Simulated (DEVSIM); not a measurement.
InP/In0.53Ga0.47As n-p heterojunction

Structure: InP/In0.53Ga0.47As n-p heterojunction, at 300 K.

| layer (left to right) | material | thickness (μm) | Nd (cm⁻³) | Na (cm⁻³) | τn (s) | τp (s) |
|---|---|---|---|---|---|---|
| 1 | InP | 0.0170 | 6.7e16 | - | 2.8e-9 | 2.8e-9 |
| 2 | In0.53Ga0.47As | 2.10 | - | 1.7e18 | 2.8e-9 | 2.8e-9 |

Left contact: ohmic. Right contact: ohmic. Voltage is applied to the left contact. Recombination: SRH at mid-gap. Mobility is constant in doping.

This is a model device: material constants are rounded textbook-type values typed into the input, and sizes, dopings and lifetimes were drawn at random. Values at 300 K.

| parameter | InP | In0.53Ga0.47As |
|---|---|---|
| gap (eV) | 1.344 | 0.74 |
| affinity (eV) | 4.38 | 4.51 |
| permittivity | 12.5 | 13.9 |
| Nc (cm⁻³) | 5.7e17 | 2.1e17 |
| Nv (cm⁻³) | 1.1e19 | 7.7e18 |
| μn (cm²/Vs) | 5200 | 12000 |
| μp (cm²/Vs) | 170 | 300 |

Model (solved in DEVSIM): 1D drift-diffusion, Boltzmann statistics, complete ionisation; no tunnelling, impact ionisation, image-force lowering or self-heating. Band offsets follow the typed affinities; no thermionic-emission limit at abrupt steps, no polarisation charge.

The potential step across the device at zero bias is 0.776 V, the largest field in the device at zero bias is 330000 V/cm and the dark forward voltage at 1 A/cm² is 0.421 V. The dark forward voltage at 100 A/cm² comes out as 0.541 V.

Dark forward current:

(V (V), J (A/cm²)): (-0.05, -5.4e-7); (-0.10, -4.1e-6); (-0.15, -2.9e-5); (-0.20, -0.00020); (-0.25, -0.0014); (-0.30, -0.0094); (-0.35, -0.065); (-0.40, -0.45); (-0.45, -3.1); (-0.50, -21); (-0.55, -140); (-0.60, -970); (-0.65, -6300)
